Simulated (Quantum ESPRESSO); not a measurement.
**σxx against uniaxial strain in bcc Ta (space group 229): C11 (Quantum ESPRESSO, PBEsol)**

```
CELL_PARAMETERS angstrom
     -1.61565     1.64026     1.64026
      1.61565    -1.64026     1.64026
      1.61565     1.64026    -1.64026
ATOMIC_POSITIONS crystal
  Ta 0.00000 0.00000 0.00000
```

Computed with PBEsol, GBRV 1.5 ultrasoft (PBESOL) pseudopotentials (plane waves; Quantum ESPRESSO 7.5). Settings: ecutwfc = 52 Ry; ecutrho = 416 Ry; occupations = smearing; smearing = fd; degauss = 0.0036749 Ry; potentials = {Ta: ta_pbesol_v1.uspp.F.UPF}; K_POINTS = automatic 38 38 38 0 0 0; conv_thr = 1e-10 Ry; mixing_beta = 0.7. The cell above is the first row's. The rows stretch one cube axis (x) by the strain ε and hold the other two. Stress is positive in tension. In all rows the k mesh is held.

```csv
ε (%),σxx (GPa)
-1.5,?
-1.0,-2.83
-0.5,-1.34
0.0,0.11
0.5,1.51
1.0,2.88
1.5,4.20
2.0,5.48
```

Fit σxx of the 7 rows that show it with a parabola. Least squares gives σxx = 0.108 + 2.8538·ε - 0.0838·ε². Residuals (row less fit): 0.000, 0.000, 0.002, -0.004, 0.002, 0.000, 0.000; standard error 0.002 (degrees of freedom: 4). The slope at ε = 0, 2.8538 GPa per cent, gives C11 ≈ 100 × 2.8538 = 285 GPa, for the static lattice.

Task: What does the fit predict for σxx at ε = -1.5, and how far is the calculated value from it?

Result: σxx = 0.108 + 2.8538 × (-1.5) - 0.0838 × (-1.5)² = -4.361 GPa. The calculation gives -4.37 GPa, 0.009 GPa below the prediction (0.1 % of the range of σxx in the table). The row lies outside the fitted rows, so this is an extrapolation.

Carrying the step between the two nearest rows on in a straight line would have given -4.32, off by 0.05; series whose last step already gives the withheld value aren't shown. The reference cell has the volume at which an earlier scan in this program and functional put its minimum by a fit. The unstrained cell stands at a pressure of -0.11 GPa, and the constants belong to that pressure. Spin polarisation is off. Spin-orbit coupling is off. Without a gap such slopes are sensitive to mesh and smearing. Cutoffs and mesh are single choices, not tested for convergence of this quantity. Series with a scatter that would blur these digits, or in which a gap closes, are not shown. Strain series were run only where this level's volume lies within 10 % of a first guess from the measured size.
